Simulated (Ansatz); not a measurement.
The starting structures come from a database of crystals and need not be the phases stable at ambient conditions.

 Where the default PAW files enter, the runs use the earlier of Ansatz's two default sets.

Inside the gap of an insulator the Bloch states are evanescent, with a wavenumber k + iκ along the transport direction.

Consider the following.

```yaml
crystal:
  lattice:
    - [4.77581, 0.00000, 0.00000]
    - [0.00000, 4.77581, 0.00000]
    - [0.00000, 0.00000, 7.80023]
  atoms:
    - { symbol: Ba, position: [0.50000, 0.00000, 0.82690] }
    - { symbol: Ba, position: [0.00000, 0.50000, 0.17310] }
    - { symbol: H, position: [0.50000, 0.50000, 0.00000] }
    - { symbol: H, position: [0.00000, 0.00000, 0.00000] }
    - { symbol: I, position: [0.00000, 0.50000, 0.65957] }
    - { symbol: I, position: [0.50000, 0.00000, 0.34043] }
```

Space group of this cell: P4/nmm. The cell is taken as given.

Transport runs along the normal of the first two printed cell vectors, the (001) plane of the conventional cell.

No gap correction and no spin-orbit coupling; mid-gap values are interpolated between computed energies.

Q: State the band gap and the smallest decay constant κ at mid-gap according to r2SCAN run with Ansatz (a first-principles code).

A: Gap 3.22 eV on a 6×6×4 mesh; κ = 0.321 1/Å, at (0.500, 0.500) of the in-plane reciprocal vectors. At the zone centre, at the nearest computed energy, the slowest state has κ = 0.39 1/Å.
